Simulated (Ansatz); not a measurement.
Start from ZnS in the zinc blende structure (space group F-43m, No. 216; a = 5.3567 Å).

Perturbation: a hydrostatic pressure of 22.5 GPa.

Levels (all Ansatz, an electronic-structure program, PAW): PBEsol (420 eV, scalar-relativistic without spin-orbit coupling); HSE06 (420 eV, scalar-relativistic without spin-orbit coupling).

The geometry is relaxed with PBEsol.

| Property | Result |
|---|---|
| PBEsol lowest conduction level above the VBM at special points | X 2.67 eV; Γ 2.93 eV; L 3.53 eV |

Task: What does HSE06 give at this geometry for the lowest conduction level above the VBM at special points?

Result: The lowest conduction level above the VBM at special points becomes X 3.81 eV; Γ 4.37 eV; L 4.95 eV (PBEsol: X 2.67 eV; Γ 2.93 eV; L 3.53 eV).

Single points use the geometry relaxed with PBEsol. HSE06 was sampled on its mesh, a few special points and the semilocal edge points, so its gap is an upper bound. The levels and masses belong to the bands next to the band gap. Load acts through the strain it causes; cell and atoms are relaxed under it. Stability against distortions was not tested. Measured, ZnS leaves this structure (for rock salt) near 14.7 GPa (temperature not stated; as listed in Datta, Sujoy, Jana, Debnarayan, arXiv (2020)), on rising pressure, with hysteresis.
